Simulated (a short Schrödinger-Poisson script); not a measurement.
System: symmetric double-gate stack, Si3N4 on p-type Si(100), at 300 K.

```
layer  material  thickness (nm)  Na (cm⁻³)
-----  --------  --------------  ---------
1         Si3N4             4.7          -
2            Si               6       6e15
3         Si3N4             4.7          -
```

The device is made up for the run: typed textbook-type constants, with dimensions and the other settings drawn at random. Si3N4: permittivity 7.5, conduction-band edge (eV) 1.95, gap (eV) 5.1, electron mass (mₑ) 0.5. Si: permittivity 11.7, conduction-band edge (eV) 0, gap (eV) 1.124, Nv at 300 K (cm⁻³) 3.1e19.

Channel valleys (confinement mass, in-plane density-of-states mass, number): Δ2 0.916, 0.19, 2; Δ4 0.19, 0.417, 4. At the gates, both at one voltage, the conduction-band edge of layer 1 lies 2.34 eV − eVg above the Fermi level of the channel. Gaps are held at their typed values at every temperature. Mesh 0.03 nm at interfaces.

From a short Schrödinger-Poisson script (our own, NumPy): 1D Poisson equation in equilibrium, electrons quantum, Hartree (BenDaniel-Duke, 12 states a valley, the channel's in-plane mass for all, wave functions free to enter the dielectric), parabolic valleys, classical holes, full ionisation, no traps, pinning or gate leakage.

Task: List the lowest subbands of each valley and their electrons at Vg = 1.8 V.

Result: 
```tsv
valley	subband	energy from the Fermi level (meV)	electrons (cm⁻²)	share (%)
Δ2	0	-27.4	5.57e12	26.5
Δ2	1	-22.3	4.99e12	23.7
Δ2	2	48.4	5.86e11	2.8
Δ4	0	10.3	9.25e12	44.0
Δ4	1	88.6	5.77e11	2.7
Δ4	2	291.5	2.28e8	0.0
```

All electrons: 2.10e13 cm⁻².
